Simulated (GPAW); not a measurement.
Equation of state of zinc-blende MgTe (space group 216): energy against volume (GPAW, PBEsol)

```xyz
2
Lattice="0.0000 3.1168 3.1168 3.1168 0.0000 3.1168 3.1168 3.1168 0.0000" Properties=species:S:1:pos:R:3 pbc="T T T"
Mg     0.0000     0.0000     0.0000
Te     4.6752     4.6752     4.6752
```

Method of the run: PBEsol, GPAW PAW datasets PBEsol (made by gpaw-setup) (plane waves; GPAW). Settings: mode = pw; ecut = 780 eV; xc = PBEsol; kpts = 9 9 9; mesh shift (steps) = 0 0 0; occupations.name = fermi-dirac; occupations.width = 0.01 eV; nbands = -4; convergence.density = 1e-05 e/electron; convergence.energy = 1e-05 eV/electron; convergence.bands = -2; symmetry.symmorphic = false; symmetry.tolerance = 0.0005; maxiter = 120. The cell above is the first row's. The rows scale it uniformly. In all rows fractional positions and the k mesh are held. E is the free energy at the stated smearing, counted from the lowest row.

| V (Å^3/atom) | E (meV/atom) |
|---|---|
| 30.278 | 37.95 |
| 30.936 | 22.55 |
| 31.594 | 11.45 |
| 32.253 | 4.24 |
| 32.911 | 0.54 |
| 33.569 | 0.00 |
| 34.227 | 2.32 |
| 34.885 | 7.23 |
| 35.544 | ? |

The 8 complete rows are fitted with the third-order Birch-Murnaghan form, a cubic in V^(-2/3), E against V. With u = V^(-2/3) - 0.0981, the rows have u = 0.0048395, 0.0033746, 0.0019607, 0.0005931, -0.0007268, -0.0020035, -0.0032391, -0.0044357. Least squares gives E = 2.178 + 2925.9·u + 919384·u² + 695368·u³. Residuals (row less fit): 0.001, 0.002, -0.004, 0.003, 0.003, -0.001, -0.003, 0.002; standard error 0.004 (degrees of freedom: 4). Its minimum lies at u = -0.0015941, so V0 = (0.0965059)^(-3/2) = 33.36. There d²E/du² = 1832000 and d³E/du³ = 4172000, so B0 = (4/9) × 33.36^(-7/3) × 1832000 × 0.160218 = 36.4 GPa (the last factor turns the table's units into GPa), and B0' = 4 + (2/3) × 0.0965059 × (4172000)/1832000 = 4.1. The program's pressures in the fitted runs (not shown) pass through zero at V = 33.35, 0.00 % from this V0.

Task: Predict the withheld E at V = 35.544 from the fit, and compare with the calculation.

Result: u = -0.0055970, so E = 2.178 + 2925.9 × (-0.0055970) + 919384 × (-0.0055970)² + 695368 × (-0.0055970)³ = 14.481 meV/atom. The calculation gives 14.47 meV/atom, 0.011 meV/atom below the prediction (under 0.05 % of the range of E in the table). The row lies outside the fitted rows, so this is an extrapolation. From the scatter of the fitted rows alone, a prediction at this place has a standard error of 0.009 meV/atom, so the miss is 1.2 times that.

Carrying the step between the two nearest rows on in a straight line would have given 12.15, off by 2.32; series whose last step already gives the withheld value aren't shown. The scan was laid around a cell of about the measured size, scaled by a guess for this functional. This is a metastable polymorph. The runs keep the symmetry of the cell, so they don't test it for distortions. Spin-orbit coupling is off. Cutoffs and mesh are single choices, not tested for convergence of this quantity. Series with a scatter that would blur these digits, or in which a gap closes, are not shown. Nor are scans whose minimum lies at an end fitted in this form.
